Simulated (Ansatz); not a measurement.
For SiGe (model structure, Pmma, No. 51, 4 atoms in the cell), PBEsol in Ansatz (plane waves, PAW) gives:

- cohesive energy: 4.53 eV/atom
- band gap: 0.28 eV

Task: What does r²SCAN+rVV10 (Ansatz, an electronic-structure program, plane waves, PAW) give for the same quantities?

Result: 
- cohesive energy: 4.43 eV/atom (drops by 0.10 eV/atom)
- band gap: 0.54 eV (increases by 0.26 eV)

Changes are worked out from the printed values.

Unless a cell is named, each level is at its own relaxed cell (PBEsol 21.29, r²SCAN+rVV10 21.20 Å³/atom).

Levels without +SOC have no spin–orbit coupling; where heavier elements are present it shifts gaps, mostly down, and can invert bands. Density-functional gaps are differences of (generalised) Kohn–Sham levels.

Ansatz's density-functional and Hartree–Fock values are scalar-relativistic unless marked +SOC, with PAW data made under PBE.

A model structure was made by putting elements into a prototype or built by hand; it is no filed structure, need not be a known phase, and can be a saddle point held by its symmetry.
